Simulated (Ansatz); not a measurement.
**Effect of biaxial strain −2.50 %, plane normal [001], relaxed out of plane on Zr**

Base system: Zr in the hcp (Mg type) structure (space group P6_3/mmc, No. 194; a = 3.230 Å, c = 5.179 Å; relaxed with 0.1 eV smearing). Axes: x lies along a and z along c of the hexagonal cell.

It is then changed as follows: biaxial strain −2.50 %, plane normal [001], relaxed out of plane (Cartesian); in-plane vectors clamped, the third vector and the atoms free.

Level of theory: PBE (Ansatz, an electronic-structure program, PAW, no SOC). k-mesh 21×21×11 (Γ-centred); smearing 0.1 eV (Fermi–Dirac).

| quantity | base | changed | shift |
|---|---|---|---|
| volume per atom | 23.40 Å³ | 22.75 Å³ | -0.65 Å³ |
| space group | P6_3/mmc (No. 194) | P6_3/mmc (No. 194) | – |
| pressure (mean of the normal stresses, compression positive) | 0.0 GPa | 2.5 GPa | +2.5 GPa |
| band gap | zero | zero | – |
| out-of-plane strain | – | +2.26 % | – |
| ratio −ε⊥/ε∥ | – | 0.90 | – |

Whether these cells are dynamically stable was not tested. All final runs are without spin polarisation.
